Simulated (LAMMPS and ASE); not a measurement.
Interatomic potentials scored against PBE on 6 thermal frames of NiSi melt or glass, 48 atoms, from CHGNet MD at 1590 K and 0 GPa (started from the melt; by its diffusion the run was liquid).

Reference: DFT, PBE, plane waves, Ansatz's default PAW set, run with Ansatz at one k-point, whose own sampling error enters the misses (most for metals); rms force 1.08 eV/Å, static pressure 2.0 GPa, which carries the basis error of a finite cutoff. Potentials ran in LAMMPS and ASE. The frames were drawn by MD with CHGNet 0.3.0, so they lie where that potential goes, which can favour it. The MPtrj networks were trained on PBE and PBE+U, and their training set holds relaxations of crystals, many of these compositions among them. Potentials trained on another functional, or fitted to measurement, also carry the gap between that and the reference.

- SevenNet-0: SevenNet-0, trained on MPtrj
- CHGNet r2SCAN: CHGNet transfer-learned on r2SCAN data
- SevenNet-l3i5: SevenNet-l3i5, trained on MPtrj
- CHGNet 0.3.0: CHGNet 0.3.0, trained on MPtrj (PBE and PBE+U)

```json
[
 {"potential": "SevenNet-0", "force RMSE (eV/Å)": "0.26", "RMSE over rms force": "0.24", "force correlation": "0.97", "relative energy RMSE (meV/atom)": "8.6", "static pressure miss (GPa)": "-1.7"},
 {"potential": "SevenNet-l3i5", "force RMSE (eV/Å)": "0.27", "RMSE over rms force": "0.25", "force correlation": "0.98", "relative energy RMSE (meV/atom)": "7.5", "static pressure miss (GPa)": "-2.1"},
 {"potential": "CHGNet 0.3.0", "force RMSE (eV/Å)": "0.27", "RMSE over rms force": "0.25", "force correlation": "0.97", "relative energy RMSE (meV/atom)": "4.4", "static pressure miss (GPa)": "-3.6"},
 {"potential": "CHGNet r2SCAN", "force RMSE (eV/Å)": "0.54", "RMSE over rms force": "0.50", "force correlation": "0.94", "relative energy RMSE (meV/atom)": "10.0", "static pressure miss (GPa)": "-8.5"}
]
```
